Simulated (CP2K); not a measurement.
Band structure of HfO2 (Fm-3m, 3 atoms in the cell).

```xyz
3
Lattice="3.4967 0.0000 0.0000 1.7484 3.0282 0.0000 1.7484 1.0094 2.8551" Properties=species:S:1:pos:R:3 pbc="T T T"
Hf     0.0000     0.0000     0.0000
O      5.2451     3.0282     2.1413
O      1.7484     1.0094     0.7138
```

Method: PBE, GPW, DZVP-MOLOPT-SR-GTH basis, GTH-PBE potentials (GTH_POTENTIALS) (CP2K).

Settings: CUTOFF = 500 Ry; REL_CUTOFF = 50 Ry; KPOINTS/SCHEME = MONKHORST-PACK 12 12 12; GAMMA_CENTERED = T; XC_FUNCTIONAL = PBE; Hf/BASIS_SET = DZVP-MOLOPT-SR-GTH; Hf/POTENTIAL = GTH-PBE-q12; O/BASIS_SET = DZVP-MOLOPT-SR-GTH; O/POTENTIAL = GTH-PBE-q6; METHOD = GPW; EPS_DEFAULT = 1e-10; EXTRAPOLATION = USE_GUESS; NGRIDS = 5; SCF_GUESS = ATOMIC.

The starting cell comes from a database of computed structures (which also holds hypothetical and non-ambient phases and stackings), without a prior relaxation at this level. Its lattice was rescaled by a random factor within 2.5 % of one. Spin-orbit coupling is off. Values carry the incompleteness of an atom-centred basis.

Q: Predict the gap along the standard path and the places of the band edges.

A: The gap along the path is 4.17 eV, from X to Γ; the smallest direct gap on it is 4.30 eV.

Levels in eV from the top of the valence band on the SCF mesh, bands 9 to 13:
```csv
point,9,10,11,12,13
Γ,-5.77,-0.60,-0.60,-0.60,4.17
X,-3.60,-1.60,-1.60,0.00,4.30
W,-2.67,-2.67,-1.45,-0.22,5.41
K,-3.50,-2.39,-1.32,-0.36,4.84
L,-3.07,-2.88,-1.89,-1.89,4.98
U,-3.50,-2.39,-1.32,-0.36,4.84
```

Higher empty bands are left out: an atom-centred basis made for the valence describes them poorly.
